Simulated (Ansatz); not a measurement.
**Ru under a change: uniaxial strain ε_xx = +5.47 %**

Base system: Ru in the hcp (Mg type) structure (space group P6_3/mmc, No. 194; a = 2.706 Å, c = 4.265 Å; relaxed with 0.1 eV smearing). Axes: x lies along a and z along c of the hexagonal cell.

Modification: uniaxial strain ε_xx = +5.47 %, all other strain components held at zero, atoms relaxed at fixed cell.

The values are results of plane-wave PAW DFT at the r2SCAN level (Ansatz, a first-principles code, 500 eV), scalar-relativistic without spin-orbit coupling, earlier PAW set, not measurements. k-mesh 24×24×14 (Γ-centred); smearing 0.1 eV (Fermi–Dirac).

- Volume per atom = 14.26 Å³ (base 13.52 Å³)
- Space group = Cmcm (No. 63) (base P6_3/mmc (No. 194))
- Shortest interatomic distance = 2.653 Å (base 2.643 Å)
- Energy relative to the base (free energy F) = +64 meV/atom
- Pressure (mean of the normal stresses, compression positive) = -14.7 GPa (base 0.0 GPa)
- Band gap = zero (base zero)
- Stress (xx, yy, zz, yz, xz, xy; compression positive) = (-25.5, -9.4, -9.2, 0.0, 0.0, 0.0) GPa

Final structure:

```yaml
crystal:
  lattice:
    - [2.85351, 0.00000, 0.00000]
    - [-1.42675, 2.34305, 0.00000]
    - [0.00000, 0.00000, 4.26507]
  atoms:
    - { symbol: Ru, position: [0.33159, 0.66318, 0.75000] }
    - { symbol: Ru, position: [0.66841, 0.33682, 0.25000] }
```

Stability against distortions was not tested. The final runs are not spin-polarised.
